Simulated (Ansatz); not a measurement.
# A computed series for Pt: response to strain

The reference is Pt in the fcc (Cu type) structure (space group Fm-3m, No. 225; a = 3.920 Å; relaxed with 0.1 eV smearing). Axes: x, y, z lie along the cube axes.

Strains are applied to the cell and any free atomic positions relax.

All numbers come from PBEsol (Ansatz, a program for electronic structure, PAW, no spin-orbit coupling).

Notes on the quantities. pressure: mean of the normal stresses, compression positive; energy relative to the base: free energy F.

```tsv
case	volume per atom	pressure	energy relative to the base
base	15.06 Å³	0.0 GPa	0 meV/atom
uniaxial strain ε_zz = −2.50 %	14.68 Å³	7.8 GPa	+11 meV/atom
uniaxial strain ε_zz = −2.00 %	14.76 Å³	6.1 GPa	+7.0 meV/atom
uniaxial strain ε_zz = −1.50 %	14.83 Å³	4.5 GPa	+3.9 meV/atom
uniaxial strain ε_zz = −0.50 %	14.98 Å³	1.5 GPa	+0.4 meV/atom
uniaxial strain ε_zz = +0.50 %	15.13 Å³	-1.4 GPa	+0.4 meV/atom
uniaxial strain ε_zz = +1.50 %	15.28 Å³	-4.1 GPa	+3.7 meV/atom
uniaxial strain ε_zz = +2.00 %	15.36 Å³	-5.3 GPa	+6.5 meV/atom
uniaxial strain ε_zz = +2.50 %	15.43 Å³	-6.5 GPa	+10 meV/atom
uniaxial strain ε_zz = +3.00 %	15.51 Å³	-7.7 GPa	+14 meV/atom
```

Whether these cells are dynamically stable was not tested. The final runs are not spin-polarised. Pt lies near a magnetic instability that expansion can trigger; it was not tested.
